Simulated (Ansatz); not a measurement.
Base system: Hf3N4 (space group R-3m, No. 166; a = 3.385 Å, c = 24.946 Å (hexagonal axes); a cell from a computed database, its experimental status unchecked).

Now apply this change: cell and atoms relaxed at a pressure of 0.3 GPa.

Levels (all Ansatz, a program for electronic structure, PAW): PBEsol (420 eV, no spin-orbit coupling); PBEsol+SOC (420 eV, with spin-orbit coupling).

The geometry is relaxed with PBEsol.

| Property | Value |
|---|---|
| PBEsol valence-band top at Γ | 0.00, -1.28, -1.28 eV |
| PBEsol hole mass | 0.28 mₑ along c, 0.38 mₑ across (at Γ) |
| PBEsol gap character | indirect, Γ → F |
| PBEsol band gap | 0.98 eV |

Q: How does going to PBEsol+SOC change the valence-band top at Γ, hole mass, gap character and band gap?

A: The valence-band top at Γ (three highest Kramers pairs, from the VBM) goes from 0.00, -1.28, -1.28 eV to 0.00, -1.23, -1.34 eV; the hole mass becomes 0.29 mₑ along c, 0.38 mₑ across (at Γ) (PBEsol: 0.28 mₑ along c, 0.38 mₑ across (at Γ)); the gap character remains indirect, Γ → F; the band gap is nearly the same (0.98 eV against 0.99 eV).

Single points use the geometry relaxed with PBEsol. Differences between runs with and without spin-orbit coupling are approximate. Spin-orbit coupling, missing from the scalar runs, can matter with Hf. Load acts through the strain it causes; cell and atoms are relaxed under it. Effective masses come from finite differences of ±0.01 Å⁻¹. No phonon test of stability was made.
